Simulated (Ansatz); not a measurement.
The starting structures come from a database of crystals and need not be the phases stable at ambient conditions.

 Where the default PAW files enter, the runs use the earlier of Ansatz's two default sets.

By PBEsol, the system below comes out a metal.

Consider the following.

```
CELL_PARAMETERS angstrom
      3.11286     0.00000     0.00000
      0.00000     4.86984     0.00000
      1.55643     0.00000     2.69582
ATOMIC_POSITIONS crystal
  Ta 0.66667 0.25471 0.66667
  Ta 0.33333 0.74529 0.33333
  N  0.00000 0.00000 0.00000
```

Space group of this cell: P-3m1, anti-CdI2 type. The cell is taken as given; by PBEsol its mean pressure is -9.2 GPa.

The current flows along the normal of the first two printed cell vectors, the (100) plane of the conventional cell. No spin-orbit coupling; the value is a mean over 0.1 eV about the Fermi level.

Q: Estimate the ballistic conductance per area that PBEsol run with Ansatz (a program for electronic structure) returns for this system.

A: 0.70 × 10¹⁵ S/m² for both spins.
